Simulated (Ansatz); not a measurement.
The starting structures come from a database of crystals and need not be the phases stable at ambient conditions.

Here is the system:

```yaml
crystal:
  lattice:
    - [5.41515, 0.00000, 0.00000]
    - [2.39036, 4.85901, 0.00000]
    - [1.51240, -2.42951, 4.70791]
  atoms:
    - { symbol: Pd, position: [0.73970, 0.26030, 0.00000] }
    - { symbol: Pd, position: [0.98970, 0.51030, 0.50000] }
    - { symbol: F, position: [0.97117, 0.75137, 0.31482] }
    - { symbol: F, position: [0.56345, 0.71401, 0.68518] }
    - { symbol: F, position: [0.49863, 0.27883, 0.81482] }
    - { symbol: F, position: [0.53599, 0.68655, 0.18518] }
    - { symbol: F, position: [0.01913, 0.20419, 0.18774] }
    - { symbol: F, position: [0.98355, 0.79313, 0.81226] }
    - { symbol: F, position: [0.04581, 0.23087, 0.68774] }
    - { symbol: F, position: [0.45687, 0.26645, 0.31226] }
```

Space group of this cell: Fdd2. The cell is taken as given.

Transport runs along the normal of the first two printed cell vectors.

No gap correction and no spin-orbit coupling; mid-gap values are interpolated between computed energies.

Task: State the band gap and the smallest decay constant κ at mid-gap according to r2SCAN (Ansatz, an electronic-structure program).

Result: Gap 1.27 eV on a 8×8×8 mesh; κ = 0.455 1/Å, at (0.500, 0.333) of the in-plane reciprocal vectors. At the zone centre, at the nearest computed energy, the slowest state has κ = 0.47 1/Å.
